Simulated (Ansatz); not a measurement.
Take WC (space group P-6m2, No. 187; a = 2.922 Å, c = 2.846 Å; relaxed with 0.1 eV smearing) as the base. Axes: x lies along a and z along c of the hexagonal cell.

Level of theory: DFT with PBE, PAW potentials and a 420 eV plane-wave cutoff in Ansatz (a quantum-chemistry and plane-wave program), spin-orbit coupling left out.

Strains are applied to the cell and any free atomic positions relax; under biaxial strain the out-of-plane vector relaxes too.

One change was made to it. Results:

The pressure (mean of the normal stresses, compression positive) goes from zero to 9.2 GPa; the shortest interatomic distance shrinks by 0.014 Å (2.207 Å → 2.193 Å).

**Question.** Name the change that was made.
A) biaxial strain +2.50 %, plane normal [001], relaxed out of plane
B) biaxial strain −1.50 %, plane normal [001], relaxed out of plane
C) biaxial strain −0.50 %, plane normal [001], relaxed out of plane
D) biaxial strain −2.00 %, plane normal [001], relaxed out of plane

**Answer.** B, biaxial strain −1.50 %, plane normal [001], relaxed out of plane. For comparison, the pressure in the other runs: biaxial strain +2.50 %, plane normal [001], relaxed out of plane gives -12.9 GPa; biaxial strain −2.00 %, plane normal [001], relaxed out of plane gives 12.6 GPa; biaxial strain −0.50 %, plane normal [001], relaxed out of plane gives 2.9 GPa.

Stability against distortions was not tested. The final runs are not spin-polarised.
